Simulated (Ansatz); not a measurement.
Consider ZnSe in the zinc blende structure (space group F-43m, No. 216; a = 5.6655 Å).

Perturbation: cell and atoms relaxed at a pressure of 0.7 GPa.

Levels (all Ansatz, an electronic-structure program, PAW): r2SCAN (500 eV, no spin-orbit coupling); HSE06 (420 eV, without spin-orbit coupling).

The geometry is relaxed with r2SCAN.

```
Property           Value
---------------  -------
r2SCAN band gap  1.91 eV
```

With HSE06 at the same geometry, the band gap goes up by 0.555 eV, from 1.91 eV to 2.47 eV.

Single points use the geometry relaxed with r2SCAN. Their cutoffs differ, which shifts pressures a little. Load acts through the strain it causes; cell and atoms are relaxed under it. Whether these cells are dynamically stable was not tested.
